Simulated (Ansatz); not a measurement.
An Ansatz (a quantum-chemistry and plane-wave program) run: Mg3Sb2 with a change (holes 7.0×10^21 cm⁻³); PBEsol (Ansatz), scalar-relativistic without spin-orbit coupling.

Input:

Ansatz 0.2 input:
```yaml
crystal:
  lattice:
    - [4.550816124, 0, 0]
    - [-2.275408062, 3.9411223713, 0]
    - [0, 0, 7.1805647455]
  atoms:
    - { symbol: Sb, position: [0.3333333333, 0.6666666667, 0.2241628052] }
    - { symbol: Sb, position: [0.6666666667, 0.3333333333, 0.7758371948] }
    - { symbol: Mg, position: [0, 0, 0] }
    - { symbol: Mg, position: [0.3333333333, 0.6666666667, 0.6326097051] }
    - { symbol: Mg, position: [0.6666666667, 0.3333333333, 0.3673902949] }
basis: { ecutwfc: 420, ecutrho_ratio: 4, xc_grid: 2, fft_grid_basis: typed }
kpoints: { mp_grid: { grid: [12, 12, 7] } }
hamiltonian:
  xc: pbesol
  dispersion: none
  pseudopotentials: { kind: paw }
total_charge: 0.9015
scf: { occupations: { method: fermi_dirac, width: 0.0259 }, convergence: { dr2_threshold: 0.0000000005 } }
relax: { f_tol: 0.005, max_steps: 30 }
output: { forces: true, stress: true }
checkpoint: { write: state.ck, write_every: 1000 }
```

Output (explanatory and most iteration lines left out):

```
Relaxation: its limit of steps is 30 (relax.max_steps)
Pseudopotential: Sb, paw, valence charge 15
Pseudopotential: Mg, paw, valence charge 10
Crystal: 5 atoms, lattice volume = 128.786 Å³
Basis set: ecut = 420 eV, 2513 PW (Γ), exchange–correlation on 64×64×96 points (8 copies of the dense FFT grid, shifted against one another)
Bands: 36, of which v1, the nominal top of the filled ones, is band 30 counted from 1 (29 counted from 0)
Symmetry: 12 space group operations
Space group: P-3m1 (ITA 164), of the structure as read, at distance tolerance 5.0e-5 Å
k-points: 112 of 1008
Functional: x = pbesol(κ = 0.804, μ = 0.12345679012345678), c = pbesol(β = 0.046)
SCF iter   1: F=—  HF=-18561.039006 eV  |F-HF|=—  |Δ(HF+E_count)|=         —  Δρ=3.69e-2  dr2=1.32e0  ethr=1.77e-3  ⟨swp⟩=8.5  Hψ=19259  notcnv=0  defer=4
SCF iter   2: F=—  HF=-18560.522358 eV  |F-HF|=—  |Δ(HF+E_count)|=   5.17e-1  Δρ=1.83e-2  dr2=2.34e-1  ethr=1.77e-3  ⟨swp⟩=3.0  Hψ=9796  notcnv=0  defer=172
SCF 1 converged in 9 iterations: F = -18560.343894 eV  dr2 = 3.88e-10
relax step   1: F+E_penalty+E_count = -18560.34389421 eV  Δ(F+E_penalty+E_count) = +0.000e0 eV  max|allowed force component| = 2.900e-1 eV/Å  Δτ_max = 0.0000 Å  (9 SCF iters, accepted)
Crystal: 5 atoms, lattice volume = 128.786 Å³
SCF iter   1: F=—  HF=-18560.376800 eV  |F-HF|=—  |Δ(HF+E_count)|=         —  Δρ=6.50e-3  dr2=8.97e-2  ethr=1.66e-4  ⟨swp⟩=1.1  Hψ=13543  notcnv=0  defer=172
SCF iter   2: F=—  HF=-18560.367948 eV  |F-HF|=—  |Δ(HF+E_count)|=   8.85e-3  Δρ=4.64e-3  dr2=4.52e-2  ethr=1.52e-4  ⟨swp⟩=3.3  Hψ=6904  notcnv=0  defer=172
SCF 2 converged in 8 iterations: F = -18560.355680 eV  dr2 = 9.95e-11
relax step   2: F+E_penalty+E_count = -18560.35568037 eV  Δ(F+E_penalty+E_count) = -1.179e-2 eV  max|allowed force component| = 1.475e-1 eV/Å  Δτ_max = 0.0863 Å  (8 SCF iters, accepted)
Crystal: 5 atoms, lattice volume = 128.786 Å³
SCF iter   1: F=—  HF=-18560.363526 eV  |F-HF|=—  |Δ(HF+E_count)|=         —  Δρ=2.43e-3  dr2=1.28e-2  ethr=1.94e-4  ⟨swp⟩=5.2  Hψ=8721  notcnv=0  defer=170
SCF iter   2: F=—  HF=-18560.362226 eV  |F-HF|=—  |Δ(HF+E_count)|=   1.30e-3  Δρ=1.74e-3  dr2=6.01e-3  ethr=2.16e-5  ⟨swp⟩=3.0  Hψ=7829  notcnv=0  defer=172
SCF 3 converged in 7 iterations: F = -18560.360526 eV  dr2 = 2.06e-10
relax step   3: F+E_penalty+E_count = -18560.36052595 eV  Δ(F+E_penalty+E_count) = -4.846e-3 eV  max|allowed force component| = 4.706e-3 eV/Å  Δτ_max = 0.0302 Å  (7 SCF iters, accepted)
SCF converged after 7 iterations
Free energy (F): -18560.360526 eV
Internal energy: -18560.354453 eV  (E = F + TS)
E sigma→0 (E₀):  -18560.357490 eV
Entropy (-TS):   -0.006073 eV (-1.215 meV/atom)
Fermi energy:    6.588737 eV
--- Forces (eV/Å), atoms counted from 1 ---
  atom   1  Sb     0.00000000    -0.00000000    -0.00231139
  atom   2  Sb    -0.00000000    -0.00000000     0.00231139
  atom   3  Mg     0.00000000     0.00000000     0.00000000
  atom   4  Mg     0.00000000     0.00000000    -0.00470628
  atom   5  Mg    -0.00000000    -0.00000000     0.00470628
--- Stress (GPa, compression-positive) ---
        2.470298       0.000000       0.000000
        0.000000       2.470298       0.000000
        0.000000       0.000000       0.799323
  P = ⅓ Tr σ = 1.9133 GPa (19.133 kbar)
--- Relaxed structure (3 steps of the walk, 3 accepted, 0 SCFs on fresh bases) ---
  atoms:
    - { symbol: Sb, position: [0.33333333333333326, 0.6666666666666665, 0.21634602562640026] }
    - { symbol: Sb, position: [0.6666666666666666, 0.33333333333333326, 0.7836539743735995] }
    - { symbol: Mg, position: [1.5451221449352272e-36, -3.2578366650127666e-36, 4.831718778286746e-20] }
    - { symbol: Mg, position: [0.33333333333333326, 0.6666666666666665, 0.6336980789380365] }
    - { symbol: Mg, position: [0.6666666666666666, 0.33333333333333326, 0.3663019210619634] }
```

Charged cell with a jellium background: band edges are those of the host's band count, energies are not comparable with the neutral cell, and many-body gap narrowing is missing. With Sb present, leaving out spin-orbit coupling can change the band edges. Whether these cells are dynamically stable was not tested. The cell was made from Mg$_{3}$Sb$_{2}$ (space group P-3m1, No. 164) by this change: holes 7.0×10^21 cm⁻³.
